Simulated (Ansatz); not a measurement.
Some atoms of an NVE trajectory of composition Si15B, cell Si60B4, held well above this temperature first [in the run: it was liquid; mean temperature 2284 K (target 2340 K); density 2.36 g/cm³]; time step 1.5 fs, velocity Verlet. These are PBE (plane waves, PAW; Ansatz, a quantum-chemistry and plane-wave program) values and carry that method's errors. On the run's last frame a denser k-mesh moved the forces by 0.094 eV/Å rms, the static pressure by 0.06 GPa and the free energy by 3 meV/atom, which is about how far such values are converged.

| atom | mass (u) | x y z (Å) | v (Å/fs) | F (eV/Å) |
|---|---|---|---|---|
| Si22 | 28.085 | 6.47503 -1.55271 3.56408 | -0.008704 0.001591 -0.000010 | -0.1257 0.3634 0.1260 |
| Si28 | 28.085 | -6.01764 6.44695 6.83813 | 0.010832 0.005791 -0.013517 | -1.2307 0.3479 -0.5516 |
| Si32 | 28.085 | 4.35769 2.18035 6.95740 | 0.000013 -0.004546 -0.009401 | -3.2803 1.5254 -0.3946 |
| Si40 | 28.085 | -2.79454 -5.50696 1.61625 | 0.000405 -0.011427 -0.004619 | 0.1718 0.3211 -0.2179 |
| Si43 | 28.085 | 10.60315 6.13103 2.22226 | -0.013906 0.000008 0.007414 | 1.1840 0.4145 2.2824 |
| Si59 | 28.085 | 5.44757 4.74328 12.96377 | -0.001846 -0.005118 0.011713 | -0.4373 -0.9628 -0.2257 |

**Question.** Give their positions one step later.

**Answer.** x' = x + vΔt + FΔt²/(2m), with 1 eV/(Å·u) = 0.0096485 Å/fs².
| atom | x' y' z' (Å) |
|---|---|
| Si22 | 6.46193 -1.55018 3.56411 |
| Si28 | -6.00187 6.45577 6.81764 |
| Si32 | 4.35644 2.17413 6.94315 |
| Si40 | -2.79387 -5.52397 1.60923 |
| Si43 | 10.58275 6.13120 2.23426 |
| Si59 | 5.44463 4.73523 12.98126 |
